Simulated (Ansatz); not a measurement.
Levels about the gap of amorphous Si24O48Ag (73 atoms in a cell of 1101 Å³, 2.34 g/cm³; zone centre alone, so wide bands show as single levels with stretches between that a denser mesh fills), at the geometry that PBE relaxed, where it gives 0.0 GPa on a denser mesh. The participation number counts the atoms over which a state spreads; weights are charges in smoothed Voronoi cells. The levels come from a single point, so bond lengths are those of that geometry. Method of the levels: PBE, scalar-relativistic without spin-orbit coupling (Ansatz, a quantum-chemistry and plane-wave program). Sampling: the zone centre alone; Fermi-Dirac width 0.02 eV; collinear spin, started from a total moment of 1 μB (at the end a net moment of 1.0 μB). In the spin-polarised cell the level spacing at the Fermi energy can part levels of unlike spin. At PBE the levels at both edges of the gap are localised (band-tail or defect states), and the nearest spread-out levels lie 4.9 eV apart at the zone centre.

It comes from a melt-quench run on a machine-learned potential (CHGNet), relaxed afterwards by DFT. O atoms were pushed apart under 1.9 Å during the dynamics, to hinder bonds among them. The hot cell started wider than the set density and was brought back towards it in steps. It is the lowest in DFT energy of 2 quenches. It is a model cell: composition and starting density were chosen by hand, and all elements were melted together. No dispersion term was used. Its density started from a set value of 2.33 and ended at 2.34 g/cm³. The simulated quench (nominally 400 K/ps over its main leg) is rapid and tends to freeze in more defects than a deposited or slowly cooled glass has. Values belong to this one cell and scatter from quench to quench. The volume was free in the relaxation, at fixed shape. Stress components on the final sampling reach 2.7 GPa.

```json
[
 {"E - E(highest filled), eV": "-1.07", "filling": "filled", "spin": "up", "participation number": "2.4", "largest on": "Ag, 2 neighbours", "weight O": "0.37", "weight Ag": "0.60", "weight Si": "0.04"},
 {"E - E(highest filled), eV": "-1.06", "filling": "filled", "spin": "dn", "participation number": "2.4", "largest on": "Ag, 2 neighbours", "weight O": "0.37", "weight Ag": "0.60", "weight Si": "0.04"},
 {"E - E(highest filled), eV": "-0.65", "filling": "filled", "spin": "up", "participation number": "3.4", "largest on": "Ag, 2 neighbours", "weight O": "0.57", "weight Ag": "0.39", "weight Si": "0.04"},
 {"E - E(highest filled), eV": "-0.65", "filling": "filled", "spin": "dn", "participation number": "3.4", "largest on": "Ag, 2 neighbours", "weight O": "0.57", "weight Ag": "0.39", "weight Si": "0.04"},
 {"E - E(highest filled), eV": "-0.42", "filling": "filled", "spin": "up", "participation number": "2.4", "largest on": "Ag, 2 neighbours", "weight O": "0.35", "weight Ag": "0.62", "weight Si": "0.03"},
 {"E - E(highest filled), eV": "-0.42", "filling": "filled", "spin": "dn", "participation number": "2.4", "largest on": "Ag, 2 neighbours", "weight O": "0.35", "weight Ag": "0.62", "weight Si": "0.03"},
 {"E - E(highest filled), eV": "0.00", "filling": "filled", "spin": "up", "participation number": "3.3", "largest on": "Si, 3 neighbours", "weight O": "0.44", "weight Ag": "0.00", "weight Si": "0.56"},
 {"E - E(highest filled), eV": "1.61", "filling": "empty", "spin": "dn", "participation number": "5.7", "largest on": "Si, 3 neighbours", "weight O": "0.50", "weight Ag": "0.01", "weight Si": "0.50"},
 {"E - E(highest filled), eV": "2.41", "filling": "empty", "spin": "up", "participation number": "44.8", "largest on": "Si, 4 neighbours", "weight O": "0.64", "weight Ag": "0.04", "weight Si": "0.32"},
 {"E - E(highest filled), eV": "2.60", "filling": "empty", "spin": "dn", "participation number": "26.8", "largest on": "Si, 3 neighbours", "weight O": "0.58", "weight Ag": "0.03", "weight Si": "0.39"},
 {"E - E(highest filled), eV": "3.56", "filling": "empty", "spin": "up", "participation number": "26.6", "largest on": "Si, 4 neighbours", "weight O": "0.59", "weight Ag": "0.08", "weight Si": "0.33"},
 {"E - E(highest filled), eV": "3.57", "filling": "empty", "spin": "dn", "participation number": "25.9", "largest on": "Si, 4 neighbours", "weight O": "0.59", "weight Ag": "0.09", "weight Si": "0.32"},
 {"E - E(highest filled), eV": "3.86", "filling": "empty", "spin": "up", "participation number": "27.6", "largest on": "Ag, 2 neighbours", "weight O": "0.57", "weight Ag": "0.14", "weight Si": "0.29"},
 {"E - E(highest filled), eV": "3.88", "filling": "empty", "spin": "dn", "participation number": "28.8", "largest on": "Ag, 2 neighbours", "weight O": "0.57", "weight Ag": "0.13", "weight Si": "0.29"}
]
```

Most localised among these is the filled level at -0.42 eV, on a Ag atom, which has 2 neighbours (O 2.15 Å, O 2.15 Å).
